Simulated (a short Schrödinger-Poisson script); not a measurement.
# Symmetric double-gate stack, SiO2 on p-type Ge(111)

Structure: symmetric double-gate stack, SiO2 on p-type Ge(111), at 77 K.

```
layer  material  thickness (nm)  Na (cm⁻³)
-----  --------  --------------  ---------
1          SiO2             1.4          -
2            Ge              10       2e15
3          SiO2             1.4          -
```

The device is made up for the run: typed textbook-type constants, with dimensions and the other settings drawn at random. SiO2: permittivity 3.9, conduction-band edge (eV) 3.1, gap (eV) 9, electron mass (mₑ) 0.5. Ge: permittivity 16, conduction-band edge (eV) 0, gap (eV) 0.664, Nv at 300 K (cm⁻³) 6e18.

Channel valleys (confinement mass, in-plane density-of-states mass, number): L1 1.59, 0.08, 1; L3 0.09, 0.34, 3. At the gates, both at one voltage, the conduction-band edge of layer 1 lies 3.18 eV − eVg above the Fermi level of the channel. Gaps are held at their typed values at every temperature. Mesh 0.03 nm at interfaces.

Solved with a short Schrödinger-Poisson script written for these runs: 1D Poisson equation in equilibrium, electrons quantum, Hartree (BenDaniel-Duke, 12 states a valley, the channel's in-plane mass for all, wave functions ending at the dielectric), parabolic valleys, classical holes, full ionisation, no traps, pinning or gate leakage.

```tsv
Vg (V)	electrons (cm⁻²)	C (μF/cm²)	L1 E0 (meV)	L1 E1 (meV)	L3 E0 (meV)	L3 E1 (meV)
0	1.28e6	< 0.003	82.5	89.5	121.9	247.2
0.05	2.35e9	0.0599	32.6	39.7	72.0	197.3
0.1	3.24e11	2.20	-2.2	3.9	37.2	161.6
0.15	1.14e12	2.90	-15.1	-10.7	24.8	147.4
0.2	2.09e12	3.15	-23.6	-20.7	17.3	138.1
0.25	3.10e12	3.30	-30.7	-29.0	12.0	131.0
0.3	4.14e12	3.39	-37.4	-36.4	8.1	125.1
0.35	5.21e12	3.45	-43.9	-43.4	5.0	120.1
0.4	6.29e12	3.50	-50.3	-50.1	2.4	115.7
0.45	7.39e12	3.54	-56.8	-56.7	0.2	111.6
0.5	8.50e12	3.57	-63.3	-63.2	-1.7	107.9
0.55	9.62e12	3.60	-69.8	-69.7	-3.5	104.3
0.6	1.07e13	3.62	-76.2	-76.2	-5.1	101.0
0.65	1.19e13	3.64	-82.7	-82.7	-6.7	97.7
0.7	1.30e13	3.66	-89.1	-89.1	-8.1	94.6
0.75	1.42e13	3.68	-95.6	-95.6	-9.5	91.6
0.8	1.53e13	3.69	-102.0	-102.0	-10.8	88.6
```

Gate voltages with under 1e6 electrons/cm² are left out.

Subbands count from the Fermi level. The capacitance is that of both gates.

Only the L valleys are kept; under strong confinement the Δ valleys of Ge fill too.
